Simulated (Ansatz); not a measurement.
We consider GdCl3 (P6₃/m, No. 176), described by r²SCAN (Ansatz, an electronic-structure program, PAW).

Settings: plane-wave cutoff 500 eV, 6×6×10 k mesh (along the axes of the cell as run), Fermi–Dirac smearing 0.05 eV, spin-polarised start, scalar-relativistic PAW data made under PBE.

Computed at the level's own relaxed cell.

Q: What does this level give for the volume per atom, equilibrium lattice constant a and c axis length?

A: 
- volume per atom = 24.56 Å³/atom
- equilibrium lattice constant a = 7.453 Å
- c axis length = 4.084 Å

Note: the magnetic order was assumed, not searched for or taken from measurement; the 4f shell is treated without U or exact exchange, so its levels and filling can be wrong.

Spin–orbit coupling is not included.

Cost on a shared machine: around 7 core-minutes (rough).
